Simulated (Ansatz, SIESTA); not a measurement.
# Code comparison for Hf2Hg (P1, 3 atoms in the cell)

Self-consistent single point, at a second geometry (atoms moved at random). First geometry:

```
CELL_PARAMETERS angstrom
     -1.65105     1.65105     5.75282
      1.65105    -1.65105     5.75282
      1.65105     1.65105    -5.75282
ATOMIC_POSITIONS crystal
  Hf 0.66573 0.66573 0.00000
  Hf 0.33427 0.33427 0.00000
  Hg 0.00000 0.00000 0.00000
```

Second geometry:
```yaml
crystal:
  lattice:
    - [-1.65105, 1.65105, 5.75282]
    - [1.65105, -1.65105, 5.75282]
    - [1.65105, 1.65105, -5.75282]
  atoms:
    - { symbol: Hf, position: [0.66974, 0.67676, 0.00936] }
    - { symbol: Hf, position: [0.33052, 0.34070, 0.00489] }
    - { symbol: Hg, position: [0.99974, 0.98254, 0.98575] }
```

Shared settings, as Ansatz (a quantum-chemistry and plane-wave program) writes them: kpoints.mp_grid.grid = 10 10 10; scf.occupations.method = gaussian; scf.occupations.width = 0.05 eV. Potentials and cutoffs stand in the table.

```json
[
 {"code": "SIESTA", "model": "LDA PW92, numerical atomic orbitals DZP, PseudoDojo LDA standard norm-conserving potentials (rewritten from UPF to PSML)", "ΔF from the first geometry (meV/atom)": "8.7", "pressure (GPa)": "-6.97", "largest force (eV/Å)": "0.560", "cutoff": "grid 400 Ry"},
 {"code": "Ansatz", "model": "LDA (PW92), default PAW files made with PBE", "ΔF from the first geometry (meV/atom)": "6.9", "pressure (GPa)": "-3.01", "largest force (eV/Å)": "0.441", "cutoff": "default"}
]
```

Size of the force on each atom (eV/Å): Sizes of forces hide their directions.

| code | Hf1 | Hf2 | Hg3 |
|---|---|---|---|
| SIESTA | 0.560 | 0.426 | 0.300 |
| Ansatz | 0.441 | 0.313 | 0.302 |

On Ansatz's run: spin-orbit coupling is off.

The spread over the programs that give each value: ΔF from the first geometry within 1.8 meV/atom; pressure within 3.96 GPa; largest force within 0.119 eV/Å.

SIESTA uses small atom-centred bases, whose incompleteness enters pressures, forces and empty levels differently from a plane-wave cutoff. Ansatz's pressure is given at a fixed set of plane waves, as the other plane-wave codes print theirs; with its correction for the finite basis it is -2.97 GPa.

The starting cell comes from a database of computed structures (which also holds hypothetical and non-ambient phases and stackings), without a prior relaxation at this level. Its lattice was rescaled by a random factor within 2.5 % of one. For this run, on top of that: atoms moved at random.

Keys are those of Ansatz 0.2.
